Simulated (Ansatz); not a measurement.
Take MgH2 in the rutile structure (space group P4_2/mnm, No. 136; a = 4.4762 Å, c = 3.0079 Å) as the base. Axes: x, y, z lie along a, b, c of the conventional cell.

Level of theory: Kohn–Sham DFT with the PBEsol functional, run in Ansatz (a quantum-chemistry and plane-wave program) with PAW and 420 eV plane waves, without spin-orbit coupling.

Before the change:

| Quantity | Result |
|---|---|
| Volume per atom | 10.04 Å³ |
| Pressure | 0.00 GPa |

Perturbation: biaxial strain +0.84 %, plane normal [001], relaxed out of plane (Cartesian); in-plane vectors clamped, the third vector and the atoms free.

Problem. Predict the new volume per atom.

Solution. The volume per atom rises by 0.132 Å³, from 10.04 Å³ to 10.18 Å³.

Problem. How does this affect the pressure?

Solution. The pressure (mean of the normal stresses, compression positive) goes from zero to -0.53 GPa.

No phonon test of stability was made.
